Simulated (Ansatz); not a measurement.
The parent structure is TiSi2 (space group Cmcm, No. 63; a = 3.546 Å, b = 13.563 Å, c = 3.580 Å). Axes: x, y, z lie along a, b, c of the conventional cell.

(Cell as relaxed with PBE.)

Levels (all Ansatz, a first-principles code, PAW): PBE (420 eV, scalar-relativistic without spin-orbit coupling); r2SCAN (500 eV, no spin-orbit coupling).

Each level relaxes its own structure.

| base | PBE | r2SCAN |
|---|---|---|
| volume per atom | 14.35 Å³ | 14.16 Å³ |
| band gap | zero | zero |

Modification: uniaxial stress, 2 GPa tension along z; all other stress components relax to zero.

```tsv
quantity	PBE	r2SCAN
energy relative to the base (free energy F)	+0.7 meV/atom	___
volume per atom	14.40 Å³	___
band gap	zero	___
```

Problem. Given the PBE results, estimate those of r2SCAN.

Solution. 
- energy relative to the base (free energy F), r2SCAN: +0.6 meV/atom
- volume per atom, r2SCAN: 14.21 Å³
- band gap, r2SCAN: zero

PBE's volume per atom lies 0.19 Å³ above r2SCAN's (1.3 %); the two agree on the band gap. Neither level is exact; r2SCAN is the comparison here, not a measurement.

Without a gap, meshes like the base's 14×14×13 leave anisotropic stresses uncertain by several tenths of a GPa, and small strain energies with them. Load acts through the strain it causes; cell and atoms are relaxed under it. Stability under load was not tested beyond the relaxation. The final runs are not spin-polarised.
